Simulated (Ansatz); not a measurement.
CsCl-type PdIn, relaxed in Ansatz (plane waves) with several semilocal functionals. Each gives its own volume and its own bulk modulus:

```tsv
level	V0 (Å³/atom)	bulk modulus (GPa)	ln V0	ln B0
LDA	16.607	150.4	2.8098	5.0133
PBEsol	17.119	136.0	2.8402	4.9127
PBE	18.061	109.2	2.8938	4.6932
```

Fit a straight line to ln B0 against ln V0. What does it predict for r²SCAN, whose volume is 17.437 Å³/atom?

With x = ln V0 and y = ln B0: means 2.84793 and 4.87307; Σ(Δx Δy) = -0.01390, Σ(Δx²) = 0.003618, so the slope is -3.84. At x = 2.8586 the line gives y = 4.87307 + (-3.84) × (2.8586 − 2.84793) = 4.8321, or 125.5 GPa. The run with r²SCAN gives 132.7 GPa, +5.7 % from the line. The rows used scatter about it by up to 1.0 %, while the largest value lies 38 % above the smallest. For comparison, PBE's own equation of state has B′ = 6.1, the slope −d ln B/d ln V at a fixed functional; the two needn't agree, since functionals also differ at one volume.

The crystal itself was run without spin with r²SCAN; a magnetic state was not tried in these runs.

Ansatz's density-functional and Hartree–Fock values are scalar-relativistic unless marked +SOC, with PAW data made under PBE.

Ansatz is a first-principles code.
